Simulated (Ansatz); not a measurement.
```
Pt12Zn6S5
1.0
    3.84903    -0.00008     0.04399
   -0.00007     3.84916     0.02126
   -0.30930     1.76637    27.93056
S Zn Pt
5 6 12
Direct
  0.96118   0.45949   0.08543
  0.96268   0.36261   0.28045
  0.46251   0.91112   0.18296
  0.96124   0.26447   0.47543
  0.46221   0.81382   0.37793
  0.96262   0.93526   0.13417
  0.46041   0.48453   0.03395
  0.96252   0.83832   0.32920
  0.46287   0.38688   0.23168
  0.95953   0.73841   0.52693
  0.46156   0.28949   0.42671
  0.45831   0.16585   0.66972
  0.95837   0.66625   0.66900
  0.95866   0.20199   0.59776
  0.45886   0.70451   0.59256
  0.45750   0.09247   0.81668
  0.95756   0.59178   0.81808
  0.95782   0.12922   0.74307
  0.45788   0.62880   0.74386
  0.45771   0.01701   0.96843
  0.95798   0.51971   0.96299
  0.95745   0.05532   0.89139
  0.45757   0.55519   0.89163
```

The first 11 atoms are the substrate (ZnS-zb), the rest the film (Pt).

All values below come from PBE (plane waves to 420 eV, PAW; Ansatz, a quantum-chemistry and plane-wave program). Scalar-relativistic, without spin–orbit coupling; the runs are not spin-polarised; PBE gaps are too small against experiment. Its k-point mesh 8×8×1, Fermi–Dirac width 0.05 eV.

**Question.** Describe the bonding at the interfaces and give the barriers.

**Answer.** A periodic stack without vacuum, fcc Pt (0 0 1) on zinc-blende ZnS (0 0 1) (film strained to the substrate, started from cuts of the bulks and a machine-learned relaxation; slabs S5Zn6 and Pt12, which can lie off the formulas): substrate slab S5Zn6, film Pt12, surface cells [[1, 0], [1, 1]] and [[0, -1], [2, 1]], film strained by -3.0 and -3.0 %, outermost planes Zn/Zn and Pt/Pt as cut, which need not be the usual terminations and can put a slab off its formula.
The interface area is 14.8 Å². The period is 27.92 Å and the heights between the nearest atoms of the two slabs at the two interfaces is 1.83 and 1.83 Å. The Pt–Zn contacts across the interfaces within 1.22 times the sum of covalent radii is 8, mean 2.71 Å. The hole barrier (PBE) is 0.68 eV and the electron barrier (PBE) is 1.34 eV.
